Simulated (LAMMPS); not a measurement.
System: Si (diamond structure), 1728 atoms, at 1010 K and 0 GPa, heated as the crystal.

Method: classical MD, pair style edip, file Si.edip, run in LAMMPS.

Starting crystal:

Space group Fd-3m, origin choice 1 (No. 227); a = b = c = 5.431 Å, α = β = γ = 90.00°

```json
[
 {"atom": "Si", "site": "8b", "symmetry": "-43m", "x": "0.5000", "y": "0.5000", "z": "0.5000"}
]
```

Problem. Estimate the coordination number, the mean frequency of the velocity spectrum, the density, the first peak of g(r), the most common Si-Si-Si angle for this model.

Solution. coordination number: 4.00 (counted to 2.94 Å); mean frequency of the velocity spectrum: 11.4 THz; density: 2.3214 ± 0.0001 g/cm³; first peak of g(r): 2.36 Å, height 5.2; most common Si-Si-Si angle: in the 3° bin centred on 109.5° (mean of all 109°).
